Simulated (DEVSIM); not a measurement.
System: illuminated Si p-on-n cell, one wavelength, at 300 K.

Layer 1 from the left is Si, thickness (μm) 0.0640, Na (cm⁻³) 5.3e18, τn (s) 9.5e-8, τp (s) 8.4e-7, absorption coefficient (cm⁻¹) 22000. Layer 2 from the left is Si, thickness (μm) 65.0, Nd (cm⁻³) 5.9e16, τn (s) 5.6e-6, τp (s) 5.6e-6, absorption coefficient (cm⁻¹) 22000.

Left contact: ohmic, minority electron recombination velocity 3e6 cm/s. Right contact: ohmic, minority hole recombination velocity 1e7 cm/s. Voltage is applied to the left contact. Recombination: SRH at mid-gap, radiative, Auger. Light enters at the left, 5.7e17 photons cm⁻² s⁻¹, one pass, no reflection. Mobility is μmin + (μ − μmin)/(1 + (N/Nref)^α).

Constants are typed, rounded textbook-type inputs, not results; the design itself was drawn at random and stands for no fabricated device. Values at 300 K.

Si: gap (eV) 1.124, affinity (eV) 4.05, permittivity 11.7, Nc (cm⁻³) 2.86e19, Nv (cm⁻³) 3.1e19, μn (cm²/Vs) 1417, μp (cm²/Vs) 470, μn,min 52, μp,min 45, Nref,n 9.7e16, Nref,p 2.2e17, αn 0.68, αp 0.72, B (cm³/s) 4.7e-15, Cn (cm⁶/s) 2.8e-31, Cp (cm⁶/s) 9.9e-32.

Simulated with DEVSIM: 1D drift-diffusion, Boltzmann statistics, complete ionisation; no tunnelling, impact ionisation, image-force lowering or self-heating.

**Question.** What does the simulation give for the fill factor, the largest field in the device at zero bias, the short-circuit current, the dark forward voltage at 100 A/cm²?

**Answer.** fill factor 0.83; largest field in the device at zero bias 160000 V/cm; short-circuit current 85.8 mA/cm²; dark forward voltage at 100 A/cm² 0.857 V.
